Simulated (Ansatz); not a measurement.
Take ZnS in the wurtzite structure (space group P6_3mc, No. 186; a = 3.7383 Å, c = 6.1429 Å) as the base. Axes: x lies along a and z along c of the hexagonal cell.

Computed with LDA (Ansatz, an electronic-structure program, PAW, without spin-orbit coupling).

One thing is altered: the cell is stretched by 1.20 % along z with no lateral relaxation, atoms relaxed at fixed cell.

**Question.** Predict the stress tensor and what it implies for the stiffness.

**Answer.** Stress of the strained cell less that of the base (GPa, compression positive):
```
  -0.58    0.00    0.00
   0.00   -0.58    0.00
   0.00    0.00   -1.93
```

Then −Δσ_ii/ε with ε = 0.0120 gives relaxed-ion elastic constants: C33 ≈ 160 GPa, C13 ≈ 49 GPa and C23 ≈ 49 GPa.

Stability against distortions was not tested.
